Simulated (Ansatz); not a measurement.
Start from Mo in the bcc (W type) structure (space group Im-3m, No. 229).

```xyz
1
Lattice="-1.5648 1.5648 1.5648 1.5648 -1.5648 1.5648 1.5648 1.5648 -1.5648" Properties=species:S:1:pos:R:3 pbc="T T T"
Mo     0.0000     0.0000     0.0000
```

Cartesian axes are those of the cell as printed.

Method: Kohn–Sham DFT with the PBEsol functional, run in Ansatz (a quantum-chemistry and plane-wave program) with PAW and 420 eV plane waves, no spin-orbit coupling.

Free-standing slabs (1 atom(s) a layer) normal to [110] with 15 Å of vacuum; in-plane cell held at bulk.

One change was made to it. Results:

```tsv
quantity	base	after
excess energy per area of both faces (slab less bulk energy over the cell's area: twice a surface energy) (uncertain by up to 0.05 J/m²)	–	6.03 J/m²
shortest interatomic distance	271.0 pm	253.7 pm
band gap	zero	zero
```

### Question
Name the change that was made.
A) 3 layers
B) 4 layers
C) 2 layers

### Answer
C, 2 layers. For comparison, the shortest interatomic distance in the other runs: 3 layers gives 264.3 pm; 4 layers gives 263.6 pm.

Slab and bulk use different k-meshes, which limits the precision of the excess energy. Whether these cells are dynamically stable was not tested. The final runs are not spin-polarised.
